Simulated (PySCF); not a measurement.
PySCF 2.14.0, WB97X/def2-svp: Nb(O)(Cl)2(Me) ([CH3][Nb](=[O])([Cl])[Cl]), 8 atoms. The geometry is a generated start, not checked to be a minimum at this level.

| Item | Result |
|---|---|
| task | energy and gradient |
| method | wb97x |
| basis | def2-svp |
| mol.max_memory | 7000 MB |
| mf.init_guess | minao (default) |
| mf.DIIS | CDIIS (default) |
| mf.diis_space | 8 (default) |
| mf.conv_tol | 1e-09 (default) |
| mf.grids.level | 3 (default) |
| effective core potentials | those of the basis set, past Kr |
| basis functions (reference run) | 110 |
| grid points (reference run) | 117824 |

```xyz
8

Nb     0.7542    -0.8287    -0.3136
O      1.6707     0.0777    -1.3895
Cl     1.5932    -1.3390     1.6507
Cl    -0.6439    -2.2923    -1.1477
C     -0.6656     0.8825     0.2247
H     -0.1092     1.7140     0.6715
H     -1.3997     0.5167     0.9543
H     -1.1997     1.2691    -0.6506
```

The reference run uses exact four-centre integrals. Single runs; times are not shown.

Settings tried, all else as in the reference:
- density fitting, auxbasis = autoaux
- density fitting, auxbasis = def2-universal-jfit
- density fitting
- density fitting of J alone, exact K

**Question.** Sort the settings: which keep to the reference within 1.0 meV/atom in energy, 10 meV/Å in forces (largest component), and which don't?

**Answer.** Within it: density fitting, auxbasis = autoaux; density fitting; density fitting of J alone, exact K. Outside: density fitting, auxbasis = def2-universal-jfit.

```
setting                                          energy against the reference  difference in forces (largest component)
-----------------------------------------------  ----------------------------  ----------------------------------------
density fitting, auxbasis = autoaux                           +0.039 meV/atom                                0.67 meV/Å
density fitting                                                −0.19 meV/atom                                0.63 meV/Å
density fitting of J alone, exact K                            −0.30 meV/atom                                0.68 meV/Å
density fitting, auxbasis = def2-universal-jfit                +2200 meV/atom                                 300 meV/Å
```

Total energies are compared; such shifts often cancel in part in energy differences. def2-universal-jfit is made for Coulomb alone and misses functions that exchange needs. No test of the SCF solution's stability was run. Also tried and not ranked: density fitting, auxbasis = def2-universal-jkfit (same energy as a listed run); COSX exchange (sgx_fit, pjs) with fitted J, mf.with_df.grids_level_i = 1, mf.with_df.grids_level_f = 1 (gradient came out as NaN); COSX exchange (sgx_fit, pjs) with fitted J, mf.with_df.grids_level_i = 1, mf.with_df.grids_level_f = 2 (default) (gradient came out as NaN); COSX exchange (sgx_fit, pjs) with fitted J, mf.with_df.grids_level_i = 1, mf.with_df.grids_level_f = 3 (gradient came out as NaN); COSX exchange (sgx_fit, pjs) with fitted J, mf.with_df.grids_level_i = 1, mf.with_df.grids_level_f = 4 (gradient came out as NaN). The tolerance is a choice made for this comparison.
